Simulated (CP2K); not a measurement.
Several settings converged on a (100) slab of InSe (cut from a parent of space group no. 12; 8 atoms in the cell)

```
CELL_PARAMETERS angstrom
      4.12985     0.00000     0.00000
      0.00000     5.09837     0.00000
      0.00000     0.00000    22.55191
ATOMIC_POSITIONS crystal
  In 0.00000 0.08566 0.31039
  In 0.50000 0.96367 0.44539
  Se 0.00000 0.28621 0.42140
  Se 0.50000 0.76312 0.33439
  In 0.50000 0.69552 0.55461
  In 0.00000 0.57354 0.68961
  Se 0.50000 0.89607 0.66561
  Se 0.00000 0.37299 0.57860
```

Base method: PBEsol, GPW, DZVP-MOLOPT-SR-GTH basis, GTH-PBE potentials (GTH_POTENTIALS) (CP2K).

Base settings: CUTOFF = 500 Ry; REL_CUTOFF = 50 Ry; SMEAR/METHOD = FERMI_DIRAC; ELECTRONIC_TEMPERATURE = 580.23 K; KPOINTS/SCHEME = MACDONALD 3 2 1 0 0.25 0; XC_FUNCTIONAL = PBE:PBESOL; In/BASIS_SET = DZVP-MOLOPT-SR-GTH-q13; In/POTENTIAL = GTH-PBE-q13; Se/BASIS_SET = DZVP-MOLOPT-SR-GTH-q6; Se/POTENTIAL = GTH-PBE-q6.

Core times come from one kind of shared machine, to one figure; runs under 30 s give none.

**The vacuum**

The mesh stays at the base's, so the ladder's end is converged at best in this setting alone.

Only quantities that move along the ladder and can be compared are tabulated; forces are left out, as grid noise moves with the cell.

| vacuum between outermost atoms (Å) | free energy less the last step's (meV/atom) | core time / last (rough) |
|---|---|---|
| 3.0 | -134.94 | 0.3 |
| 4.0 | -47.49 | 0.4 |
| 5.0 | -14.10 | 0.3 |
| 6.0 | -3.51 | 0.3 |
| 7.0 | -0.83 | 0.5 |
| 8.0 | -0.16 | 0.3 |
| 10.0 | -0.02 | 0.6 |
| 12.0 | 0.00 | 0.3 |
| 14.0 | 0.02 | 0.6 |
| 17.0 | 0.02 | 0.6 |
| 20.0 | 0.00 | 0.7 |
| 30.0 | 0.00 | 1 |

Smallest vacuum between outermost atoms (Å) that holds the free energy within 2 meV/atom of the last step, with all finer ones: 7.0; the step before is off by 3.5 meV/atom.

**The k-point mesh**

Only quantities that move along the ladder and can be compared are tabulated.

```tsv
KPOINTS/SCHEME	free energy less the last step's (meV/atom)	largest difference of a force vector from the last step's (eV/Å)
MACDONALD 2 2 1 0.25 0.25 0	54.01	0.414
MACDONALD 3 2 1 0 0.25 0	1.60	0.185
MONKHORST-PACK 3 3 1	12.28	0.049
MACDONALD 4 3 1 0.125 0 0	1.17	0.067
MACDONALD 4 4 1 0.125 0.125 0	2.22	0.032
MACDONALD 5 4 1 0 0.125 0	2.11	0.016
MACDONALD 6 5 1 0.08333333333 0 0	0.08	0.007
MACDONALD 7 6 1 0 0.08333333333 0	-0.12	0.005
MACDONALD 8 7 1 0.0625 0 0	-0.02	0.003
MACDONALD 9 8 1 0 0.0625 0	-0.06	0.003
MONKHORST-PACK 11 9 1	0.02	0.001
MACDONALD 13 10 1 0 0.05 0	0.00	0.000
```

Coarsest KPOINTS/SCHEME that holds the free energy within 1 meV/atom of the last step, with all finer ones: MACDONALD 6 5 1 0.08333333333 0 0; the step before is off by 2.1 meV/atom.

Coarsest KPOINTS/SCHEME that holds the forces within 0.02 eV/Å of the last step, with all finer ones: MACDONALD 5 4 1 0 0.125 0; the step before is off by 0.032 eV/Å.

Two neighbours can agree and both be off: MACDONALD 4 4 1 0.125 0.125 0 and MACDONALD 5 4 1 0 0.125 0 differ by 0.12 meV/atom in the free energy, yet lie about 2.1 meV/atom from the last step.

**The cutoff of the density grid**

The mesh stays at the base's, so the ladder's end is converged at best in this setting alone.

Only quantities that move along the ladder and can be compared are tabulated.

```tsv
CUTOFF	free energy less the last step's (meV/atom)	largest difference of a force vector from the last step's (eV/Å)	core time / last (rough)
250 Ry	0.91	0.061	0.3
300 Ry	-0.01	0.029	0.4
350 Ry	0.02	0.003	0.4
420 Ry	0.02	0.013	0.4
500 Ry	0.00	0.004	0.6
600 Ry	0.01	0.001	0.7
750 Ry	0.00	0.001	1
1000 Ry	0.00	0.000	1
```

Coarsest CUTOFF that holds the free energy within 0.5 meV/atom of the last step, with all finer ones: 300 Ry, at about 0.4 of the last step's time; the step before is off by 0.91 meV/atom.

Coarsest CUTOFF that holds the forces within 0.005 eV/Å of the last step, with all finer ones: 500 Ry; the step before is off by 0.013 eV/Å.

On the base run: the starting cell comes from a database of computed structures (which also holds hypothetical and non-ambient phases and stackings), without a prior relaxation at this level. The slab is cut from that crystal, and its faces are unrelaxed. Its lattice was rescaled by up to half a per cent. Spin polarisation is off, though cut faces can carry moments; the slab shows no gap. Values carry the incompleteness of an atom-centred basis. The potentials were made for another functional than the one used. Without a gap this mesh is coarse (it stands for a supercell whose shortest in-plane vector is 10 Å).
